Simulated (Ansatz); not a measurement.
Structures of equal composition on the (110) surface of bcc Mo: one row in 2 of the top plane missing; a cell of two sites (a+b, b-a), one Mo site of the top plane empty. The slabs share one bottom face, and each structure is named by its start. These are constructed structures in small cells; real faces may alloy, dewet or reconstruct in larger ones, and not all known structures of the face are among them. Slabs of about 11 Å, Fermi-Dirac smearing of 0.1 eV. Bottom of the slabs: a bare face, its two planes held. Relaxed from the named starts with such symmetry as they have, on meshes of like density; energies extrapolated to zero smearing; spin only where a row says so; no spin-orbit coupling, no U. Brackets mark spin-polarised runs, whose order is one that fits the cell. The cells differ, so small differences also carry the error of unlike k-meshes.

All values below come from PBE (plane waves to 420 eV, PAW; Ansatz, a first-principles code).

**Question.** Order them by energy per 1x1 cell (lowest first) at the level PBE.

**Answer.** one row in 2 of the top plane missing (0.00 eV), a cell of two sites (a+b, b-a), one Mo site of the top plane empty (0.18 eV)
